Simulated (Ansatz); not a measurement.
## Short convergence ladders for MgPd (P4mm, 2 atoms in the cell)

```xyz
2
Lattice="3.1396 0.0000 0.0000 0.0000 3.1396 0.0000 0.0000 0.0000 3.1396" Properties=species:S:1:pos:R:3 pbc="T T T"
Mg     0.0000     0.0000     0.0500
Pd     1.5698     1.5698     1.5698
```

Base method: LDA (PW92), default PAW files made with PBE (plane waves; Ansatz, a quantum-chemistry and plane-wave program).

Base settings: basis.ecutwfc = 420 eV; kpoints.mp_grid.grid = 11 11 11; hamiltonian.xc = lda; hamiltonian.pseudopotentials = {kind: paw} (the program's default PAW files); scf.occupations.method = gaussian; scf.occupations.width = 0.1 eV.

The count of work is k-points × plane waves × bands × iterations; it is no time. 

**The cutoff for other potential files**

Level: DFT, LDA (PW92), plane waves, harder PAW files (source: ansatz) made with PBE.

In this ladder: hamiltonian.pseudopotentials = {kind: paw, source: ansatz}.

The second cell is the first with its lattice scaled by 0.98.

The mesh stays at the base's, so the ladder's end is converged at best in this setting alone.

The first pressure column holds Ansatz's estimate of the finite-basis (Pulay) stress, which hides part of the cutoff error; the other is without it.

Only quantities that move along the ladder and can be compared are tabulated.

```tsv
basis.ecutwfc	free energy less the last step's (meV/atom)	energy of the compressed cell less the first (meV/atom)	pressure (GPa)	pressure without the Pulay estimate (GPa)	largest difference of a force vector from the last step's (eV/Å)	count of work / last
280 eV	12192.82	7.06	-8.78	-580.44	0.231	0.11
340 eV	2765.15	-4.09	-4.47	-170.70	0.040	0.15
435 eV	200.08	0.06	-3.46	-21.76	0.005	0.20
525 eV	9.16	-1.33	-3.50	-4.73	0.000	0.28
620 eV	0.95	-1.15	-3.48	-3.49	0.000	0.34
745 eV	0.71	-1.15	-3.48	-3.49	0.000	0.44
930 eV	0.31	-1.15	-3.48	-3.49	0.000	0.63
1240 eV	0.00	-1.15	-3.48	-3.49	0.000	1.0
```

Coarsest basis.ecutwfc that holds the free energy within 5 meV/atom of the last step, with all finer ones: 620 eV, at 0.34 of the last step's count of work; the step before is off by 9.2 meV/atom.

Coarsest basis.ecutwfc that holds the forces within 0.005 eV/Å of the last step, with all finer ones: 435 eV, at 0.20 of the last step's count of work; the step before is off by 0.040 eV/Å.

Coarsest basis.ecutwfc that holds the pressure within 0.2 GPa of the last step, with all finer ones: 435 eV, at 0.20 of the last step's count of work; the step before is off by 0.99 GPa.

The energy difference between the two cells stays within 1 meV/atom of the last step's from 525 eV on, the total only from 620 eV on: much of the error is common to both cells and cancels.

At the lowest cutoff the pressure without the Pulay estimate lies 577 GPa under the last step's, the usual sign of Pulay stress in an incomplete plane-wave basis.

**The relaxed cell against the cutoff**

On MgPd (Pm-3m, 2 atoms in the cell): atoms on their sites.

In this ladder: relax = cell and atoms.

The mesh stays at the base's, so the ladder's end is converged at best in this setting alone.

Only quantities that move along the ladder and can be compared are tabulated.

```csv
basis.ecutwfc,relaxed volume (Å³/atom),relaxation steps
250 eV,14.816,24
295 eV,14.927,12
355 eV,14.972,6
420 eV,14.970,4
505 eV,14.964,6
630 eV,14.970,4
840 eV,14.969,4
```

Coarsest basis.ecutwfc that holds the relaxed volume within 0.015 Å³/atom of the last step, with all finer ones: 355 eV; the step before is off by 0.042 Å³/atom.

At the lowest cutoff the cell relaxes to a volume 1.0 % smaller than at the highest. Ansatz relaxes on a stress corrected for the finite basis.

On the base run: the starting cell comes from a database of computed structures (which also holds hypothetical and non-ambient phases and stackings), without a prior relaxation at this level. Its lattice was rescaled by up to half a per cent. One atom was moved a little off its site on purpose. Spin polarisation is off.

Left out of this page: 1 run of the series failed or unconverged.

Keys are those of Ansatz 0.2.
